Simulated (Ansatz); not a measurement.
Ansatz (a program for electronic structure) run on Sb (Pm-3m, 1 atom in the cell): self-consistent single point.

Level of theory: LDA (PW92), default PAW files made with PBE (plane waves; Ansatz).

```
Sb
1.0
    3.15148     0.00000     0.00000
    0.00000     3.15148     0.00000
    0.00000     0.00000     3.15148
Sb
1
Direct
  0.00000   0.00000   0.00000
```

Reference input (self-consistent single point, DFT, PBEsol, plane waves, default PAW files made with PBE): kpoints.mp_grid.grid = 14 14 14; hamiltonian.xc = pbesol; hamiltonian.pseudopotentials = {kind: paw} (the program's default PAW files); scf.occupations.method = gaussian; scf.occupations.width = 0.02 Ry. This run's input differs from it in these lines:

Ansatz 0.2 input:
```diff
@@ -11,3 +11,3 @@
 hamiltonian:
-  xc: pbesol
+  xc: lda
   pseudopotentials:
```

The program printed (abridged):

```
SCF iter   1: F=—  HF=-6335.750783 eV  |F-HF|=—  |Δ(HF+E_count)|=         —  Δρ=6.02e-3  dr2=4.42e-3  ethr=1.77e-3  ⟨swp⟩=5.1  Hψ=8024  notcnv=0
all-band conjugate gradients solve this SCF's bands
preconditioner: auto → none
SCF iter   2: F=—  HF=-6335.748312 eV  |F-HF|=—  |Δ(HF+E_count)|=   2.47e-3  Δρ=3.18e-3  dr2=1.34e-3  ethr=2.95e-5  ⟨swp⟩=1.9  Hψ=2603  notcnv=0
SCF iter   3: F=—  HF=-6335.747768 eV  |F-HF|=—  |Δ(HF+E_count)|=   5.44e-4  Δρ=1.13e-4  dr2=2.81e-6  ethr=8.92e-6  ⟨swp⟩=2.0  Hψ=2165  notcnv=0
SCF iter   4: F=—  HF=-6335.747770 eV  |F-HF|=—  |Δ(HF+E_count)|=   2.19e-6  Δρ=3.05e-5  dr2=2.19e-7  ethr=1.88e-8  ⟨swp⟩=2.5  Hψ=2364  notcnv=0
SCF iter   5: F=—  HF=-6335.747770 eV  |F-HF|=—  |Δ(HF+E_count)|=  4.36e-10  Δρ=2.27e-5  dr2=1.14e-7  ethr=1.46e-9  ⟨swp⟩=2.0  Hψ=2313  notcnv=0
SCF iter   6: F=-6335.747770 eV  HF=-6335.747770 eV  |F-HF|=3.05e-8  |Δ(HF+E_count)|=   5.33e-8  Δρ=1.08e-5  dr2=2.59e-8  ethr=6.67e-10  ⟨swp⟩=6.0  Hψ=5978  notcnv=0
SCF 1 converged in 6 iterations: F = -6335.747770 eV  dr2 = 2.59e-8
Free energy (F): -6335.747770 eV
Internal energy: -6335.727791 eV  (E = F + TS)
E sigma→0 (E₀):  -6335.737781 eV
Entropy (-TS):   -0.019979 eV (-19.979 meV/atom)
Fermi energy:    8.852736 eV
--- Forces (eV/Å), atoms counted from 1 ---
  atom   1  Sb     0.00000000     0.00000000     0.00000000
--- Stress (GPa, compression-positive) ---
       -5.462147       0.000000       0.000000
        0.000000      -5.462147       0.000000
        0.000000       0.000000      -5.462147
  P = ⅓ Tr σ = -5.4621 GPa (-54.621 kbar)
  The stress holds the Pulay correction. Without it, at fixed plane waves, as pw.x and ABINIT print it: P = -5.4954 GPa
```

The run converged in 6 iterations. Against the reference run the pressure goes from -4.43 to -5.46 GPa.

The starting cell comes from a database of computed structures (which also holds hypothetical and non-ambient phases and stackings), without a prior relaxation at this level. Its lattice was rescaled by a random factor within 2.5 % of one. With a pressure of about -5 GPa the cell is away from its equilibrium volume at this level. Ansatz's pressure includes its estimate of the finite-basis (Pulay) stress.
